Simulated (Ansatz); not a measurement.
Where the default PAW files enter, the runs use the earlier of Ansatz's two default sets.

By PBEsol, the system below comes out a metal.

The ballistic (Sharvin) conductance counts the channels at the Fermi level: G/A = (e²/h) × channels of both spins per area.

Consider the following.

```yaml
crystal:
  lattice:
    - [3.45961, 0.00000, 0.00000]
    - [0.00000, 3.49387, 0.00000]
    - [1.72980, 0.00000, 6.62409]
  atoms:
    - { symbol: Ti, position: [0.89688, 0.75000, 0.20624] }
    - { symbol: Ti, position: [0.10312, 0.25000, 0.79376] }
    - { symbol: Si, position: [0.55825, 0.75000, 0.88350] }
    - { symbol: Si, position: [0.44175, 0.25000, 0.11650] }
    - { symbol: Si, position: [0.24969, 0.75000, 0.50062] }
    - { symbol: Si, position: [0.75031, 0.25000, 0.49938] }
```

Space group of this cell: Cmcm. The cell is strained (all lengths scaled by 0.98); by PBEsol its mean pressure is 7.5 GPa.

The current flows along the normal of the first two printed cell vectors. No spin-orbit coupling; the value is a mean over 0.1 eV about the Fermi level.

Task: Estimate the ballistic conductance per area that PBEsol (Ansatz, a program for electronic structure) returns for this system.

Result: 0.24 × 10¹⁵ S/m² for both spins.
